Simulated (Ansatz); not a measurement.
For Hf (model structure, from the fcc type, Fm-3m, No. 225), LDA in Ansatz (plane waves, PAW) gives:

- lattice parameter a = 4.361 Å
- cohesive energy = 7.46 eV/atom

Task: What does r²SCAN+rVV10 (plane waves, PAW; Ansatz, a program for electronic structure) give for the same quantities?

Result: 
- lattice constant a: 4.459 Å (increases by 2.2 %)
- cohesive energy: 6.60 eV/atom (drops by 0.86 eV/atom)

Changes are worked out from the printed values.

Unless a cell is named, each level is at its own relaxed cell (LDA 20.74, r²SCAN+rVV10 22.17 Å³/atom).

Levels without +SOC leave out spin–orbit coupling, which shifts energies and cells of such heavy elements.

Ansatz's density-functional and Hartree–Fock values are scalar-relativistic unless marked +SOC, with PAW data made under PBE.

A model structure was made by putting elements into a prototype or built by hand; it is no filed structure, need not be a known phase, and can be a saddle point held by its symmetry.
